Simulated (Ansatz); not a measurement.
The parent structure is GaP in the zinc blende structure (space group F-43m, No. 216).

Space group F-43m (No. 216); a = b = c = 5.451 Å, α = β = γ = 90.00°

```tsv
atom	site	symmetry	x	y	z
Ga	4a	-43m	0.0000	0.0000	0.0000
P	4d	-43m	0.7500	0.7500	0.7500
```
(The calculation used a cell of 2 atoms; values per cell refer to that cell.)

Method: r2SCAN (Ansatz, an electronic-structure program), scalar-relativistic without spin-orbit coupling.

Strains are applied to the cell and any free atomic positions relax.

One change was made to it. Results:

The smallest direct gap rises by 0.27 eV (2.36 eV → 2.63 eV); the band gap shrinks by 0.053 eV to 1.79 eV; the hole mass (degenerate bands, along [100]) goes from 0.13, 0.37, 0.37 mₑ (at Γ) to 0.14, 0.35, 0.35 mₑ (at Γ).

Task: Name the change that was made.
A) isotropic strain −1.00 %
B) isotropic strain −2.50 %
C) isotropic strain −2.00 %
D) isotropic strain −0.50 %
E) isotropic strain −1.50 %

Result: A, isotropic strain −1.00 %. For comparison, the smallest direct gap in the other runs: isotropic strain −0.50 % gives 2.50 eV; isotropic strain −1.50 % gives 2.77 eV; isotropic strain −2.00 % gives 2.90 eV; isotropic strain −2.50 % gives 3.04 eV.

Effective masses come from finite differences of ±0.01 Å⁻¹. Gaps are read on the SCF mesh and a high-symmetry path. Whether these cells are dynamically stable was not tested.
